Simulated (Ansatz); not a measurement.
Results of r²SCAN+SOC (PAW; Ansatz, a first-principles code) for CdSe (model structure, started from the BN type, Pm-3n, No. 223, 12 atoms in the cell).

Run with plane-wave cutoff 560 eV, 4×4×4 k mesh, Fermi–Dirac smearing 0.01 eV, PAW data made under PBE.

Cell (relaxed with PBEsol):

```
CdSe
1.0
    7.48490     0.00000     0.00000
    0.00000     7.48490     0.00000
    0.00000     0.00000     7.48490
Cd Se
6 6
Cartesian
  1.87123   0.00000   3.74245
  3.74245   1.87123   0.00000
  3.74245   5.61368   0.00000
  5.61368   0.00000   3.74245
  0.00000   3.74245   5.61368
  0.00000   3.74245   1.87123
  1.87123   3.74245   0.00000
  0.00000   1.87123   3.74245
  0.00000   5.61368   3.74245
  5.61368   3.74245   0.00000
  3.74245   0.00000   5.61368
  3.74245   0.00000   1.87123
```

### Question
Give the computed band gap.

### Answer

* **band gap**: 1.18 eV (on the SCF k mesh)

Note: the relaxation could raise the start's symmetry but not lower it, so the cell can be a saddle point; cell and atoms aren't relaxed at this level (pressure 1.0 GPa).

Computed values are for the static lattice.

A model structure was made by putting elements into a prototype or built by hand; it is no filed structure, need not be a known phase, and can be a saddle point held by its symmetry.
